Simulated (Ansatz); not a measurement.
Consider AlN in the zinc blende structure (space group F-43m, No. 216; a = 4.3698 Å). Axes: x, y, z lie along the cube axes.

All numbers come from Ansatz (a program for electronic structure), r2SCAN, PAW, cutoff 500 eV, no SOC.

Strains are applied to the cell and any free atomic positions relax.

One change was made to it. Results:

```tsv
quantity	base	after
energy relative to the base (free energy F)	0 meV/atom	+9.1 meV/atom
valley order (the lowest conduction-band minima on the path, energy above the VBM, named in the base's zone)	X along ⟨100⟩ 3.94 eV; Γ 4.84 eV	X along [001] 3.79 eV; X along [100] 3.94 eV; Γ 5.04 eV
valence-band top at Γ (three highest levels, from the VBM)	–	0.00, -0.12, -0.12 eV
hole mass	–	0.34 mₑ along z, 1.4 mₑ across (at Γ)
```

Task: Which change produced these results?
A) uniaxial strain ε_zz = −1.50 %
B) uniaxial strain ε_zz = −2.00 %
C) uniaxial strain ε_zz = −1.00 %
D) uniaxial strain ε_zz = −3.00 %
E) uniaxial strain ε_zz = −0.50 %

Result: D, uniaxial strain ε_zz = −3.00 %. For comparison, the valley order in the other runs: uniaxial strain ε_zz = −1.00 % gives X along [001] 3.89 eV; X along [100] 3.94 eV; Γ 4.91 eV; uniaxial strain ε_zz = −0.50 % gives X along [001] 3.92 eV; X along [100] 3.94 eV; Γ 4.87 eV; uniaxial strain ε_zz = −2.00 % gives X along [001] 3.84 eV; X along [100] 3.94 eV; Γ 4.97 eV; uniaxial strain ε_zz = −1.50 % gives X along [001] 3.87 eV; X along [100] 3.94 eV; Γ 4.94 eV.

The levels and masses belong to the bands next to the band gap. Masses are band curvatures over ±0.01 Å⁻¹ around the edge. No phonon test of stability was made. This is not the structure that AlN has at room temperature and ambient pressure.
